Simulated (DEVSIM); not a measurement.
System: abrupt Si n-p junction, at 300 K.

Layer 1 from the left is Si, thickness (μm) 78.0, Nd (cm⁻³) 1.5e16, τn (s) 8.6e-7, τp (s) 8.6e-7. Layer 2 from the left is Si, thickness (μm) 1.00, Na (cm⁻³) 2.2e17, τn (s) 8.6e-7, τp (s) 8.6e-7.

Left contact: ohmic. Right contact: ohmic. Voltage is applied to the left contact. Recombination: SRH at mid-gap, radiative. Mobility is constant in doping.

This is a model device: material constants are rounded textbook-type values typed into the input, and sizes, dopings and lifetimes were drawn at random. Values at 300 K.

Si: gap (eV) 1.124, affinity (eV) 4.05, permittivity 11.7, Nc (cm⁻³) 2.86e19, Nv (cm⁻³) 3.1e19, μn (cm²/Vs) 1417, μp (cm²/Vs) 470, B (cm³/s) 4.7e-15.

DEVSIM, 1D drift-diffusion, Boltzmann statistics, complete ionisation; no tunnelling, impact ionisation, image-force lowering or self-heating.

Q: What does the simulation give for the dark forward voltage at 100 A/cm², the dark forward voltage at 1 A/cm², the largest field in the device at zero bias, the potential step across the device at zero bias?

A: dark forward voltage at 100 A/cm² 0.883 V; dark forward voltage at 1 A/cm² 0.625 V; largest field in the device at zero bias 58000 V/cm; potential step across the device at zero bias 0.801 V.
